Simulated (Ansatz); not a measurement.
We consider L1₀ (CuAu-type) TiAl, described by PBE-D3(BJ) (PAW; Ansatz, an electronic-structure program).

Settings: plane-wave cutoff 520 eV, 22×22×16 k mesh (along the axes of the cell as run), Fermi–Dirac smearing 0.04 eV (set by the program), no spin polarisation, scalar-relativistic PAW data made under PBE.

Computed at the level's own relaxed cell.

Q: Give the computed elastic constant C44, elastic constant C33, Poisson ratio and elastic constant C13.

A: 
* **elastic constant C44**: 127 GPa
* **elastic constant C33**: 183 GPa
* **Poisson ratio**: 0.245
* **elastic constant C13**: 92.0 GPa

Measured, for comparison: elastic constant C44 109 GPa, elastic constant C33 183 GPa, elastic constant C13 75 GPa (0 K, extrapolated to 0 K, Ti-56 at.% Al crystal; axes of the face-centred tetragonal cell; as tabulated in Qi et al. (2023), arXiv:2305.11825). Computed (rounded) less measured: elastic constant C44 +17 %, elastic constant C33 0.0 %, elastic constant C13 +23 %.

Note: the dispersion coefficients are held fixed in the derivatives.

Elastic constants are with the ions relaxed.

Static lattice: no zero-point or thermal effects.

Computing time: about 15 core-minutes (a rough figure).
